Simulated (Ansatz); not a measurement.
**rock-salt NbN (0 0 1) on zinc-blende GaSb (0 0 1) (film strained to the substrate, started from cuts of the bulks and a machine-learned relaxation; slabs Ga6Sb5 and N12Nb12, which can lie off the formulas)**

A periodic stack without vacuum, rock-salt NbN (0 0 1) on zinc-blende GaSb (0 0 1) (film strained to the substrate, started from cuts of the bulks and a machine-learned relaxation; slabs Ga6Sb5 and N12Nb12, which can lie off the formulas): substrate slab Ga6Sb5, film N12Nb12, surface cells [[1, 0], [1, 1]] and [[0, -1], [2, 1]], film strained by -0.6 and -0.6 %, outermost planes Ga/Ga and NNb/NNb as cut, which need not be the usual terminations and can put a slab off its formula.

The start was prepared with a machine-learned potential, and the result is one local minimum, with the in-plane cell held and forces under 0.04 eV/Å; the film can end far from its bulk form.

The numbers are results of PBE (plane waves to 420 eV, PAW; Ansatz, a first-principles code), not measurements. Spin–orbit coupling is left out; the runs are not spin-polarised. Its k-point mesh 7×7×1, Fermi–Dirac width 0.05 eV.

```
Item                                                                                        Value
--------------------------------------------------------------------------------  ---------------
interface area                                                                            19.3 Å²
period                                                                                    30.10 Å
heights between the nearest atoms of the two slabs at the two interfaces          2.39 and 2.40 Å
Ga–Nb contacts across the interfaces within 1.22 times the sum of covalent radii   2, mean 2.75 Å
Nb–Sb contacts across the interfaces within 1.22 times the sum of covalent radii   2, mean 3.25 Å
```

```
Ga6Nb12N12Sb5
1.0
    4.39297    -0.00030     0.01143
    0.00060     4.39149    -0.11450
    2.28970     0.64320    30.09995
Ga Sb N Nb
6 5 12 12
Direct
  0.86247   0.80537   0.12988
  0.40412   0.64058   0.05300
  0.75444   0.82877   0.33683
  0.30642   0.32812   0.23337
  0.97661   0.83598   0.51728
  0.18032   0.33377   0.44032
  0.89198   0.29873   0.07546
  0.77849   0.32685   0.28511
  0.33454   0.82543   0.18164
  0.64643   0.33542   0.49474
  0.22580   0.83177   0.38857
  0.59637   0.32919   0.67556
  0.11925   0.85442   0.67638
  0.14825   0.33737   0.59696
  0.64374   0.84302   0.59679
  0.51337   0.33186   0.82467
  0.04151   0.85969   0.82460
  0.08310   0.33016   0.74577
  0.55509   0.85838   0.74527
  0.44311   0.34592   0.97334
  0.94921   0.85036   0.97323
  0.00323   0.33868   0.89466
  0.47778   0.86140   0.89374
  0.09818   0.35469   0.67096
  0.62330   0.82871   0.67082
  0.64402   0.34382   0.60233
  0.14356   0.83686   0.60319
  0.01440   0.36130   0.81879
  0.54647   0.82949   0.81849
  0.58162   0.36055   0.75148
  0.04947   0.82851   0.75152
  0.94546   0.34888   0.96789
  0.45351   0.84900   0.96697
  0.50098   0.36282   0.89935
  0.97429   0.83808   0.89923
```
